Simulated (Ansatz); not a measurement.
**Cs2AgBiBr6: energy against strain**

Cs2AgBiBr6 (Fm-3m, 35.005 Å³/atom and stress up to 0.01 GPa in the relaxed cell, cube axes along x, y and z) under a strain ε along a cube axis (axis z), the other axes held. PBEsol in Ansatz, a plane-wave DFT program (PAW, default set), 420 eV, 5×5×5 Γ-centred mesh, Fermi-Dirac smearing 0.05 eV; ions are relaxed, or left where forces stay under 0.02 eV/Å, within the symmetry of each cell.

Here s stands for strain and y for E less E0.

| strain (%) | E less E0 (meV/atom) |
|---|---|
| -3.00 | ? |
| -1.50 | 1.20 |
| -0.75 | 0.28 |
| 0.00 | 0.00 |
| 0.75 | 0.27 |
| 1.50 | 1.04 |

Fit y of the 5 rows that show it with a parabola. Least squares gives y = -0.003 - 0.0440·s + 0.4990·s². Residuals (row less fit): 0.014, -0.031, 0.003, 0.025, -0.014; standard error 0.031 (degrees of freedom: 2). Twice the quadratic coefficient over the volume, 2 × 0.4990 meV × 10⁴ × 0.1602 / 35.005 Å³, is the elastic constant C11 = 46 ± 1 GPa (± standard error of the fit, which holds the terms cut off).

Estimate the missing y (s = -3.00); what did the run itself give?

y = -0.003 - 0.0440 × (-3.00) + 0.4990 × (-3.00)² = 4.620 meV/atom. The calculation gives 5.22 meV/atom, 0.600 meV/atom above the prediction (11.5 % of the range of y in the table). The row lies outside the fitted rows, so this is an extrapolation. From the scatter of the fitted rows alone, a prediction at this place has a standard error of 0.129 meV/atom, so the miss is 4.7 times that.

A polynomial of degree 3 through the 8 other runs of the series gives 5.19 there, so most of the miss is curvature that the fit leaves out. The primitive cell can neither tilt nor turn polar against its symmetry, as such crystals can under strain. The start is a measured cell from the literature; how it stands against other phases or cation orders wasn't checked. Spin-orbit coupling is left out, which can shift these values for the heavy elements here. Rows are the converged runs of the series near zero and its far end; series whose fitted rows scatter by over a few per cent of the range, as at a crossing or softening among them, aren't shown in this form, nor equations of state whose B0' disagrees with the runs' pressures. Most that stay on the fit to the last digits aren't either.
